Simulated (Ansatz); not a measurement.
**AlN: biaxial strain −0.60 %, plane normal [001], relaxed out of plane**

The parent structure is AlN in the wurtzite structure (space group P6_3mc, No. 186; a = 3.114 Å, c = 4.983 Å). Axes: x lies along a and z along c of the hexagonal cell.

It is then changed as follows: biaxial strain −0.60 %, plane normal [001], relaxed out of plane (Cartesian); in-plane vectors clamped, the third vector and the atoms free.

All numbers come from PBEsol/PAW in Ansatz (a first-principles code), spin-orbit coupling left out. k-mesh 12×12×7 (Γ-centred); smearing 0.05 eV (Fermi–Dirac).

The volume per atom shrinks by 0.09 Å³ to 10.37 Å³ and the space group stays P6_3mc (No. 186). The shortest interatomic distance drops by 0.0068 Å, from 1.891 Å to 1.885 Å and the pressure (mean of the normal stresses, compression positive) grows by 1.84 GPa (0.01 GPa → 1.85 GPa). The band gap goes up by 0.123 eV, from 4.09 eV to 4.22 eV and the gap character stays direct at Γ. The electron mass amounts to 0.29 mₑ out of plane, 0.30 mₑ in plane (at Γ) and the valence-band top at Γ (three highest levels, from the VBM) becomes 0.00, -0.14, -0.14 eV (base: 0.00, -0.22, -0.22 eV). The out-of-plane strain is +0.36 % and the mean in-plane stress (compression positive) is +2.8 GPa.

Final structure (turned so that z lies along the plane normal):

```
AlN
1.0
    3.09513     0.00000     0.00000
    1.54757     2.68046     0.00000
    0.00000     0.00000     5.00129
Al N
2 2
Direct
  0.33333   0.33333   0.00089
  0.66667   0.66667   0.50089
  0.33333   0.33333   0.38111
  0.66667   0.66667   0.88111
```

Cost of the whole job for the changed cell (relaxation, final SCF and bands): around 40 core-seconds (rough).

Masses are band curvatures over ±0.01 Å⁻¹ around the edge. Whether these cells are dynamically stable was not tested.
